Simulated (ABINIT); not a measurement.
ABINIT run on Ag3Pd (I4/mmm, 4 atoms in the cell): self-consistent single point.

Level of theory: PBEsol, PAW (JTH v2.0 PBE PAW, files made for PBE) (plane waves; ABINIT).

```yaml
crystal:
  lattice:
    - [-2.03443, 2.03443, 4.02046]
    - [2.03443, -2.03443, 4.02046]
    - [2.03443, 2.03443, -4.02046]
  atoms:
    - { symbol: Ag, position: [0.75000, 0.25000, 0.50000] }
    - { symbol: Ag, position: [0.25000, 0.75000, 0.50000] }
    - { symbol: Ag, position: [0.50000, 0.50000, 0.00000] }
    - { symbol: Pd, position: [0.00000, 0.00000, 0.00000] }
```

Reference input (self-consistent single point, DFT, LDA (PW92), plane waves, PAW (JTH v2.0 LDA PAW)): pseudos = [Ag.LDA_PW-JTH.xml, Pd.LDA_PW-JTH.xml]; ecut = 48 Ry; pawecutdg = 96 Ry; pawxcdev = 0; occopt = 3; tsmear = 0.00499791 Ha; ngkpt = 9 9 9; nshiftk = 1; shiftk = 0 0 0; potentials = JTH v2.0 LDA PAW; nband = 34; kptopt = 1. This run's input differs from it in these lines:

```diff
@@ -1,4 +1,4 @@
-# Ag3Pd, JTH v2.0 LDA PAW
+# Ag3Pd, JTH v2.0 PBE PAW
 pp_dirpath "./"
-pseudos "Ag.LDA_PW-JTH.xml, Pd.LDA_PW-JTH.xml"
+pseudos "Ag.GGA_PBE-JTH.xml, Pd.GGA_PBE-JTH.xml"
 acell 4.9438677741 4.9438677741 4.9438677741 Angstrom
@@ -20,2 +20,3 @@
 pawxcdev 0
+ixc -116133
 occopt 3
```

Its files differ too (potentials: JTH v2.0 LDA PAW → JTH v2.0 PBE PAW).

The program printed (abridged):

```
--- !BeginCycle
solver: {iscf: 17, nstep: 80, nline: 4, wfoptalg: 10, }
tolerances: {toldfe: 1.00E-09, }
...

     iter   Etot(hartree)      deltaE(h)  residm     nres2
 ETOT  1  -235.09450544532    -2.351E+02 6.038E+01 7.507E+01
 ETOT  2  -243.46626529568    -8.372E+00 6.936E-02 6.190E+00
 ETOT  3  -243.50379921925    -3.753E-02 4.743E-02 1.006E+01
 ETOT  4  -243.50170206970     2.097E-03 7.521E-03 4.329E+00
 ETOT  5  -243.50545957613    -3.758E-03 3.572E-03 4.986E+00
   [... 10 lines left out ...]
 ETOT 16  -243.50124285068    -1.287E-08 3.231E-04 1.726E-06
 ETOT 17  -243.50124284924     1.440E-09 3.696E-04 8.548E-08
 ETOT 18  -243.50124284961    -3.701E-10 2.549E-04 2.797E-07
 ETOT 19  -243.50124284943     1.865E-10 1.812E-04 6.739E-10
 At SCF step   19, etot is converged :
  for the second time, diff in etot=  1.865E-10 < toldfe=  1.000E-09

 Cartesian components of stress tensor (hartree/bohr^3)
  sigma(1 1)=  1.48916129E-04  sigma(3 2)=  0.00000000E+00
  sigma(2 2)=  1.48916129E-04  sigma(3 1)=  0.00000000E+00
  sigma(3 3)=  1.55204235E-04  sigma(2 1)=  0.00000000E+00

 ----iterations are completed or convergence reached----

 reduced coordinates (array xred) for    4 atoms
       0.750000000000      0.250000000000      0.500000000000
       0.250000000000      0.750000000000      0.500000000000
       0.500000000000      0.500000000000      0.000000000000
       0.000000000000      0.000000000000      0.000000000000
 cartesian forces (eV/Angstrom) at end:
    1     -0.00000000000000    -0.00000000000000    -0.00000000000000
   [... lines left out ...]
 Fermi (or HOMO) energy (eV) =   5.08968   Average Vxc (eV)= -12.50798
   [... lines left out ...]
'-kT*entropy'       : -2.58377264536238E-03
total_energy        : -2.43501236647479E+02
total_energy_eV     : -6.62600562079925E+03
...

-Cartesian components of stress tensor (GPa)         [Pressure= -4.4429E+00 GPa]
- sigma(1 1)=  4.38126303E+00  sigma(3 2)=  0.00000000E+00
- sigma(2 2)=  4.38126303E+00  sigma(3 1)=  0.00000000E+00
- sigma(3 3)=  4.56626547E+00  sigma(2 1)=  0.00000000E+00

 Calculation completed.
```

The run converged in 19 iterations. Against the reference run the pressure goes from -9.39 to -4.44 GPa.

The starting cell comes from a database of computed structures (which also holds hypothetical and non-ambient phases and stackings), without a prior relaxation at this level. Spin polarisation is off. The potentials were made for another functional than the one used. With a pressure of about -4 GPa the cell is away from its equilibrium volume at this level.

Cost on one core of a shared machine: roughly 7 min.
